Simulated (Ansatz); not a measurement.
TlAsS2 (P2₁/c, No. 14), treated with PBE0 (Ansatz, a program for electronic structure, PAW).

Settings: plane-wave cutoff 460 eV, 4×2×2 k mesh (along the axes of the cell as run), Fermi–Dirac smearing 0.01 eV, scalar-relativistic PAW data made under PBE.

Cell (measured lattice):

TlAsS2 has the monoclinic space group P2₁/c (No. 14), Pearson symbol mP32. Lattice parameters: a = 6.114 Å, b = 11.313 Å, c = 12.296 Å, α = 90.00°, β = 104.21°, γ = 90.00°. Tl1 on 4e sees 2 S at 3.013–3.063 Å (no clear gap to further neighbours). Tl2 on 4e has 2 S at 2.905–2.968 Å and 3 S at 3.185–3.344 Å. As1 on 4e sees 3 S at 2.210–2.331 Å (trigonal pyramidal). As2 on 4e is coordinated by 1 S at 2.196 Å and 2 S at 2.318–2.322 Å (trigonal pyramidal). S1 on 4e is surrounded by 1 As at 2.210 Å and 1 Tl at 2.905 Å and 1 Tl at 3.063 Å (no clear gap to further neighbours). S2 on 4e sees 1 As at 2.196 Å and 2 Tl at 2.968–3.013 Å (no clear gap to further neighbours). S3 on 4e is coordinated by 2 As at 2.299–2.318 Å and 1 Tl at 3.344 Å (no clear gap to further neighbours). S4 on 4e is surrounded by 2 As at 2.322–2.331 Å and 2 Tl at 3.185–3.244 Å (no clear gap to further neighbours). (Neighbours: up to the widest gap in distance over summed covalent radii, below 1.35, at either atom; cation-cation and far metal-metal contacts left out.)

**Question.** What does this level give for the band gap, smallest direct gap on the k points sampled and direct gap at Γ?

**Answer.** 
band gap: 2.86 eV
smallest direct gap on the k points sampled: 3.08 eV
direct gap at Γ: 3.16 eV

Measured, for comparison: band gap 1.8 ± 0.1 eV (temperature not stated, not corrected to a static lattice, crystals; values from its Ref. 18; as tabulated in Spesyvykh et al. (2024), doi:10.15330/pcss.25.4.795-800).

Note: cell and atoms aren't relaxed at this level (largest force component 0.42 eV/Å, pressure 0.7 GPa).

Spin–orbit coupling is not included; with these elements it can move the gap by several tenths of an eV or more.

Computed values are for the static lattice.

Cost on a shared machine: about 90 core-minutes (a rough figure).
